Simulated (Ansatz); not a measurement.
Consider the following.

```
AgBr
1.0
    0.00000     2.83730     2.83730
    2.83730     0.00000     2.83730
    2.83730     2.83730     0.00000
Ag Br
1 1
Direct
  0.00000   0.00000   0.00000
  0.50000   0.50000   0.50000
```

These are PBEsol, rigid bands (plane waves, PAW, scalar-relativistic; Ansatz, a quantum-chemistry and plane-wave program) values and carry that method's errors. Cell: cell and atoms relaxed with PBEsol.

Question: Predict the electron conductivity mass (n e² τ/σ) at 300 K, by direction if it differs.

Answer: 0.188 mₑ.

Question: And the band gap?

Answer: 0.50 eV at this level; semilocal functionals usually fall short of the measured gap.

Rigid bands, one relaxation time for all states, no polarons. Spin-orbit coupling is left out; where it splits the top of the valence band it changes the hole mass and lowers the gap by about a third of the splitting.
